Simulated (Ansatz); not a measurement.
# (B,Al,In)As: Al₄In₃As₈B

A 16-atom cell of (B,Al,In)As started in the zinc blende structure, site fractions B 0.125, Al 0.500, In 0.375, short-range order -0.12 among the nearest mixed sites of the first mixed sublattice (0 is random, a negative value favours unlike neighbours), space group Cm at the end.

All values below come from r2SCAN (plane waves to 500 eV, PAW; Ansatz, a quantum-chemistry and plane-wave program). Spin–orbit coupling is left out. Its k-point mesh 4×4×4, Fermi–Dirac width 0.01 eV.

| Property | Result |
|---|---|
| volume per atom | 23.64 Å³ |
| Al–As bonds (within 1.22 times the sum of covalent radii) | 2.482 Å on average, from 2.385 to 2.567 (16) |
| As–In bonds (within 1.22 times the sum of covalent radii) | 2.585 Å on average, from 2.540 to 2.644 (12) |
| As–B bonds (within 1.22 times the sum of covalent radii) | 2.247 Å on average, from 2.184 to 2.319 (4) |

```
CELL_PARAMETERS angstrom
      0.00000     5.72989     5.72989
      5.76433    -0.01124     5.74113
      5.74738     5.72424     0.00566
ATOMIC_POSITIONS crystal
  Al 0.00049 0.00008 0.00028
  B  0.00044 0.00185 0.49727
  Al 0.00096 0.49783 0.00026
  In 0.99648 0.50349 0.49751
  Al 0.49915 0.00008 0.00028
  Al 0.49916 0.99969 0.50199
  In 0.50020 0.50238 0.99721
  In 0.50253 0.50349 0.49751
  As 0.38031 0.35864 0.38073
  As 0.36479 0.36383 0.88503
  As 0.33867 0.89995 0.38109
  As 0.36925 0.89102 0.87048
  As 0.89649 0.33047 0.37655
  As 0.88635 0.36383 0.88503
  As 0.88029 0.89995 0.38109
  As 0.88445 0.88342 0.84769
```
